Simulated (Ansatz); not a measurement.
The parent structure is BeS in the zinc blende structure (space group F-43m, No. 216).

```
CELL_PARAMETERS angstrom
      0.00000     2.41904     2.41904
      2.41904     0.00000     2.41904
      2.41904     2.41904     0.00000
ATOMIC_POSITIONS crystal
  Be 0.00000 0.00000 0.00000
  S  0.25000 0.25000 0.25000
```

Cartesian axes are those of the cell as printed.

All numbers come from PBEsol (Ansatz, a program for electronic structure, PAW, without spin-orbit coupling).

The change: the cell is scaled by 1.0300 in all directions; the atoms relax in the strained cell.

Question: Predict the stress tensor and what it implies for the stiffness.

Answer: Stress of the strained cell less that of the base (GPa, compression positive):
```
  -7.28    0.00    0.00
   0.00   -7.28    0.00
   0.00    0.00   -7.28
```

Then B = −ΔP/(ΔV/V₀) with ΔV/V₀ = 0.0927 gives secant stiffness values (nonlinear terms included at this strain): B ≈ 79 GPa.

As a check, the harmonic strain energy −½ V₀ Δσ:ε is 29 meV/atom; the computed energy rise is 32 meV/atom.

Whether these cells are dynamically stable was not tested.
